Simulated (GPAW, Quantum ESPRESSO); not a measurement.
A Quantum ESPRESSO input for a self-consistent single point of TaN (Fm-3m, 2 atoms in the cell) (DFT, PBE, plane waves, PseudoDojo standard norm-conserving (PBE) pseudopotentials):

```fortran
&control
  calculation = 'scf'
  prefix = 'TaN'
  outdir = './tmp'
  pseudo_dir = './'
  verbosity = 'high'
  tprnfor = .true.
  tstress = .true.
/
&system
  ibrav = 2
  celldm(1) = 8.2213668888
  nat = 2
  ntyp = 2
  ecutwfc = 85
  occupations = 'smearing'
  smearing = 'gauss'
  degauss = 0.0147
/
&electrons
  conv_thr = 1.0d-10
/
ATOMIC_SPECIES
Ta   180.9479  Ta.upf
N     14.0070  N.upf
ATOMIC_POSITIONS crystal
Ta    0.5000000000    0.5000000000    0.5000000000
N     0.0000000000    0.0000000000    0.0000000000
K_POINTS automatic
13 13 13  0 0 0
```

### Question
Give the GPAW input for the same structure, mesh, smearing and functional.

### Answer
This is the input that was run; spellings and numerical settings could be chosen otherwise.

```python
from ase import Atoms
from ase.units import GPa
from gpaw import GPAW

atoms = Atoms(['Ta', 'N'],
              cell=[[0.000000, 2.175280, 2.175280],
                    [2.175280, 0.000000, 2.175280],
                    [2.175280, 2.175280, 0.000000]],
              scaled_positions=[[0.500000, 0.500000, 0.500000],
                                [0.000000, 0.000000, 0.000000]],
              pbc=True)

calc = GPAW(mode={'name': 'pw', 'ecut': 950},
            xc='PBE',
            kpts=(13, 13, 13),
            occupations={'name': 'methfessel-paxton', 'width': 0.2, 'order': 0},
            nbands=-6,
            convergence={'forces': 0.001},
            symmetry={'symmorphic': False, 'tolerance': 0.0005},
            maxiter=100)

atoms.calc = calc

energy = atoms.get_potential_energy()
print('Energy (eV):', round(energy, 6))
forces = atoms.get_forces()
print('Forces (eV/Ang):')
print(forces.round(5))
stress = atoms.get_stress()
print('Stress (GPa, Voigt):', (stress / GPa).round(4))
```

Basis settings and potentials, where a program has them, do not carry over. This input uses DFT PBE, plane waves, GPAW PAW datasets PBE (gpaw-data 1.0.1).

The starting cell comes from a database of computed structures (which also holds hypothetical and non-ambient phases and stackings), without a prior relaxation at this level. Its lattice was rescaled by a random factor within 2.5 % of one.
